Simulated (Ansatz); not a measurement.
# Several settings converged on NbH2 (Fm-3m, 3 atoms in the cell)

```xyz
3
Lattice="0.0000 2.2960 2.2960 2.2960 0.0000 2.2960 2.2960 2.2960 0.0000" Properties=species:S:1:pos:R:3 pbc="T T T"
Nb     0.0000     0.0000     0.0000
H      1.1480     1.1480     1.1480
H      3.4440     3.4440     3.4440
```

Base method: LDA (PW92), default PAW files made with PBE (plane waves; Ansatz, a program for electronic structure).

Base settings: basis.ecutwfc = 420 eV; kpoints.mp_grid.grid = 12 12 12; hamiltonian.xc = lda; hamiltonian.pseudopotentials = {kind: paw} (the program's default PAW files); scf.occupations.method = gaussian; scf.occupations.width = 0.1 eV.

Core times come from one kind of shared machine, to one figure; runs under 30 s give none.

**Zone-centre phonons against the cutoff**

In this ladder: phonons.method = dfpt.

The mesh stays at the base's, so the ladder's end is converged at best in this setting alone.

Frequencies are those of the unrelaxed cell, without the LO-TO term of polar crystals.

Only quantities that move along the ladder and can be compared are tabulated.

| basis.ecutwfc | highest zone-centre frequency (cm⁻¹) | lowest optical frequency (cm⁻¹) |
|---|---|---|
| 210 eV | 1240.8 | 1058.3 |
| 250 eV | 1179.5 | 989.0 |
| 295 eV | 1196.7 | 1016.1 |
| 355 eV | 1210.6 | 1030.7 |
| 420 eV | 1211.2 | 1029.8 |
| 505 eV | 1210.2 | 1029.2 |
| 630 eV | 1210.0 | 1029.2 |

Coarsest basis.ecutwfc that holds the highest zone-centre frequency within 5 cm⁻¹ of the last step, with all finer ones: 355 eV; the step before is off by 13 cm⁻¹.

Coarsest basis.ecutwfc that holds the lowest optical frequency within 5 cm⁻¹ of the last step, with all finer ones: 355 eV; the step before is off by 13 cm⁻¹.

**The force threshold of a relaxation**

On NbH2 (I4mm, 3 atoms in the cell): one atom moved by 0.15 angstrom.

In this ladder: relax = atoms.

The mesh stays at the base's, so the ladder's end is converged at best in this setting alone.

Only quantities that move along the ladder and can be compared are tabulated.

```tsv
relax.f_tol	free energy less the last step's (meV/atom)	largest force left (eV/Å)	relaxation steps
0.2 eV/Å	0.66	0.1747	3
0.1 eV/Å	0.00	0.0015	3
0.05 eV/Å	0.00	0.0015	3
0.03 eV/Å	0.00	0.0016	4
0.02 eV/Å	0.00	0.0016	4
0.01 eV/Å	0.00	0.0016	4
0.005 eV/Å	0.00	0.0016	4
0.002 eV/Å	0.00	0.0016	4
0.001 eV/Å	0.00	0.0000	5
```

Coarsest relax.f_tol that holds the free energy within 0.1 meV/atom of the last step, with all finer ones: 0.1 eV/Å; the step before is off by 0.66 meV/atom.

Coarsest relax.f_tol that holds the largest force left within 0.02 eV/Å of the last step, with all finer ones: 0.1 eV/Å; the step before is off by 0.17 eV/Å.

**The q mesh of the phonons**

In this ladder: phonons.method = dfpt.

Only quantities that move along the ladder and can be compared are tabulated.

Thermal sums run over frequencies interpolated from this q mesh.

| phonons.qmesh | zero-point energy (meV/atom) | vibrational free energy at 300 K (meV/atom) | core time / last (rough) |
|---|---|---|---|
| 1 1 1 | 146.88 | 126.30 | – |
| 2 2 2 | 155.71 | 137.79 | 0.05 |
| 3 3 3 | 155.95 | 137.21 | 0.1 |
| 4 4 4 | 155.81 | 137.43 | 0.3 |
| 6 6 6 | 155.93 | 137.52 | 1 |

Coarsest phonons.qmesh that holds the vibrational free energy at 300 K within 0.5 meV/atom of the last step, with all finer ones: 2 2 2, at about 0.05 of the last step's time; the step before is off by 11 meV/atom.

Coarsest phonons.qmesh that holds the zero-point energy within 1 meV/atom of the last step, with all finer ones: 2 2 2, at about 0.05 of the last step's time; the step before is off by 9.0 meV/atom.

On the base run: the starting cell comes from a database of computed structures (which also holds hypothetical and non-ambient phases and stackings), without a prior relaxation at this level. Its lattice was rescaled by up to half a per cent. Spin polarisation is off. In the base run, with a pressure of about -11 GPa the cell is away from its equilibrium volume at this level.

Keys are those of Ansatz 0.2.
